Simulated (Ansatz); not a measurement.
For fluorite PtAl2, PBE+SOC (Ansatz, a program for electronic structure, plane waves, PAW) gives:

| Item | Result |
|---|---|
| lattice parameter a | 5.939 Å |
| bulk modulus | 130 GPa |

What does r²SCAN0 in Ansatz (PAW) give for the same quantities?


- lattice constant a: 5.880 Å (drops by 1.0 %)
- bulk modulus: 148 GPa (increases by 14 %)

For comparison: lattice constant a 5.91 Å (measured, temperature not stated, copied from a table, unchecked, not corrected to a static lattice; as tabulated in Crystal Structures 1, 239 (1963)).

Changes are worked out from the printed values.

Unless a cell is named, each level is at its own relaxed cell (PBE+SOC 17.45, r²SCAN0 16.94 Å³/atom).

Levels without +SOC leave out spin–orbit coupling, which shifts energies and cells of such heavy elements.

The crystal itself was run without spin with r²SCAN0; a magnetic state was not tried in these runs.

Ansatz's density-functional and Hartree–Fock values are scalar-relativistic unless marked +SOC, with PAW data made under PBE.
